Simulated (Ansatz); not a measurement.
Cost and result by functional for the surface energy of the (110) surface of zinc-blende InSb in its 1x1 cell (cut with top plane In + Sb, bottom plane In + Sb), outermost plane spacing 2.35 Å in the ideal cut, in Ansatz (plane waves, PAW). Single points on the PBE structure, on one kind of machine; costs are rough ratios of the slab run's core time (references not counted) to the cheapest single point. r2SCAN's cost holds its higher cutoff (500 against 420 eV). Differences are taken against HSE06 for comparison alone: no measured value is at hand, so the table doesn't rank accuracy. HSE06 ran on a coarser k-mesh, which lowers its cost and carries part of its shift.

Set-up: 12 atoms, In6Sb6, 11.7 Å thick at the start; mesh 6x4x1; 0.025 eV smearing; dipole correction on; all atoms relaxed; held to the start's symmetry, so lower structures may exist; no spin, no spin-orbit, no U. These notes are the PBE run's.

```tsv
functional	relative cost	surface energy (J/m²)	less HSE06 (J/m²)
LDA	1	0.50	0.22
PBEsol	1	0.43	0.15
RPBE	1	0.27	-0.01
r2SCAN	3	0.44	0.16
HSE06	10	0.28	0.00
PBE (the relaxed run's value)	–	0.35	0.07
```

The values span 0.23 J/m², while the single points' costs differ by a factor of roughly 10. Differences are of unrounded values.

Ansatz is a program for electronic structure.
